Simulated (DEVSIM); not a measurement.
System: Schottky contact on n-type Ge, at 300 K.

| layer (left to right) | material | thickness (μm) | Nd (cm⁻³) | τn (s) | τp (s) |
|---|---|---|---|---|---|
| 1 | Ge | 8.90 | 1.1e16 | 2.5e-6 | 2.5e-6 |

Left contact: Schottky, work function 4.3 eV, emission velocity 7.6e6 cm/s. Right contact: ohmic. Voltage is applied to the left contact. Recombination: SRH at mid-gap, radiative. Mobility is μmin + (μ − μmin)/(1 + (N/Nref)^α).

The device is made up for the run: typed textbook-type constants, with dimensions and the other settings drawn at random. Values at 300 K.

```
parameter           Ge
-------------  -------
gap (eV)         0.664
affinity (eV)        4
permittivity        16
Nc (cm⁻³)      1.04e19
Nv (cm⁻³)         6e18
μn (cm²/Vs)       3900
μp (cm²/Vs)       1900
μn,min             150
μp,min             100
Nref,n          2.6e17
Nref,p            4e17
αn                0.56
αp                 0.6
B (cm³/s)      6.4e-14
```

DEVSIM, 1D drift-diffusion, Boltzmann statistics, complete ionisation; no tunnelling, impact ionisation, image-force lowering or self-heating. Metal contacts follow the ideal Schottky-Mott rule: no Fermi-level pinning, no interface dipoles.

Question: Tabulate band edges, carrier densities and field at zero bias.

Answer: Energies count from the Fermi level of the right contact; mesh points crowd at the junctions.

```tsv
x (μm)	Ec (eV)	Ev (eV)	n (cm⁻³)	p (cm⁻³)	field (V/cm)
0.000	0.300	-0.364	9.5e13	4.6e12	-15000
0.01359	0.280	-0.384	2.1e14	2.1e12	-14000
0.03482	0.253	-0.411	5.8e14	7.5e11	-11000
0.07183	0.219	-0.445	2.2e15	2.0e11	-7300
0.1523	0.186	-0.478	7.8e15	5.6e10	-1800
0.2516	0.178	-0.486	1.1e16	4.1e10	-230
0.4069	0.177	-0.487	1.1e16	4.0e10	≈ 0
0.7682	0.177	-0.487	1.1e16	4.0e10	≈ 0
1.214	0.177	-0.487	1.1e16	4.0e10	≈ 0
1.911	0.177	-0.487	1.1e16	4.0e10	≈ 0
3.127	0.177	-0.487	1.1e16	4.0e10	≈ 0
5.417	0.177	-0.487	1.1e16	4.0e10	≈ 0
6.680	0.177	-0.487	1.1e16	4.0e10	≈ 0
7.489	0.177	-0.487	1.1e16	4.0e10	≈ 0
8.143	0.177	-0.487	1.1e16	4.0e10	≈ 0
8.425	0.177	-0.487	1.1e16	4.0e10	≈ 0
8.604	0.177	-0.487	1.1e16	4.0e10	≈ 0
8.728	0.177	-0.487	1.1e16	4.0e10	≈ 0
8.817	0.177	-0.487	1.1e16	4.0e10	≈ 0
8.856	0.177	-0.487	1.1e16	4.0e10	≈ 0
8.880	0.177	-0.487	1.1e16	4.0e10	≈ 0
8.900	0.177	-0.487	1.1e16	4.0e10	≈ 0
```
